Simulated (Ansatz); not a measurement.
Consider AgI in the zinc blende structure (space group F-43m, No. 216).

```cif
data_Ag4I4
_chemical_formula_sum 'Ag4 I4'
_space_group_name_H-M_alt 'F-43m'
_space_group_IT_number 216
_space_group_name_Hall 'F -4 2 3'
_cell_length_a 6.62791
_cell_length_b 6.62791
_cell_length_c 6.62791
_cell_angle_alpha 90.000
_cell_angle_beta 90.000
_cell_angle_gamma 90.000
loop_
_atom_site_label
_atom_site_type_symbol
_atom_site_symmetry_multiplicity
_atom_site_Wyckoff_symbol
_atom_site_fract_x
_atom_site_fract_y
_atom_site_fract_z
_atom_site_occupancy
Ag1 Ag 4 a 0.00000 0.00000 0.00000 1
I1 I 4 d 0.75000 0.75000 0.75000 1
```
(The calculation used a cell of 2 atoms; values per cell refer to that cell.)

The values are results of PBE (Ansatz, a program for electronic structure, PAW, no spin-orbit coupling), not measurements.

Base values:

* **Valley order**: Γ 1.34 eV; L along ⟨111⟩ 2.79 eV

It is then changed as follows: hole doping at 1.5×10^21 cm⁻³ (0.109 per cell), with a uniform compensating background at fixed cell and a 300 K Fermi–Dirac width.

Q: Predict the new valley order.

A: The valley order (the lowest conduction-band minima on the path, energy above the VBM, named in the base's zone) goes from Γ 1.34 eV; L along ⟨111⟩ 2.79 eV to Γ 1.42 eV; L along ⟨111⟩ 2.86 eV.

Charged cell with a jellium background: band edges are those of the host's band count, energies are not comparable with the neutral cell, and many-body gap narrowing is missing. Spin-orbit coupling, missing from the scalar runs, can matter with I. The levels and masses belong to the bands next to the band gap. Whether these cells are dynamically stable was not tested.
